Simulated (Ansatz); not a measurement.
## How the lattice parameter a of CaZrN2 (model structure, started from the MgZrN2 type, I4₁/amd, No. 141, 8 atoms in the cell) moves with the method

No measured value is used here.

```
level (code)           value (Å)
---------------------  ---------
LDA (Ansatz)               4.615
PBE (Ansatz)               4.703
PBEsol (Ansatz)            4.653
PBE-D3(BJ) (Ansatz)          ___
r²SCAN (Ansatz)              ___
r²SCAN+rVV10 (Ansatz)      4.680
```

**Question.** What belongs in the gaps?

**Answer.** 
- PBE-D3(BJ) (Ansatz, an electronic-structure program), value (Å): 4.663
- r²SCAN (Ansatz), value (Å): 4.690

Cutoffs differ between the levels. Ansatz's density-functional and Hartree–Fock values are scalar-relativistic unless marked +SOC, with PAW data made under PBE.

A model structure was made by putting elements into a prototype or built by hand; it is no filed structure, need not be a known phase, and can be a saddle point held by its symmetry.
